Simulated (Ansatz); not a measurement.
The starting structures come from a database of crystals and need not be the phases stable at ambient conditions.

 Where the default PAW files enter, the runs use the earlier of Ansatz's two default sets.

By PBEsol, the system below comes out a metal.

The ballistic (Sharvin) conductance counts the channels at the Fermi level: G/A = (e²/h) × channels of both spins per area.

Given:

```xyz
2
Lattice="3.1608 0.0000 0.0000 0.0000 5.8531 0.0000 1.5804 2.9265 2.9871" Properties=species:S:1:pos:R:3 pbc="T T T"
In     1.2717     2.9265     0.0000
Sb     2.6819     0.0000     0.0000
```

Space group of this cell: Imm2. The cell is strained (lengths along the current scaled by 0.97, ions clamped); by PBEsol its mean pressure is -1.6 GPa.

The current flows along the normal of the first two printed cell vectors. No spin-orbit coupling; the value is a mean over 0.1 eV about the Fermi level.

Task: Predict the ballistic conductance per area from Ansatz (a quantum-chemistry and plane-wave program) with PBEsol.

Result: 0.65 × 10¹⁵ S/m² for both spins.
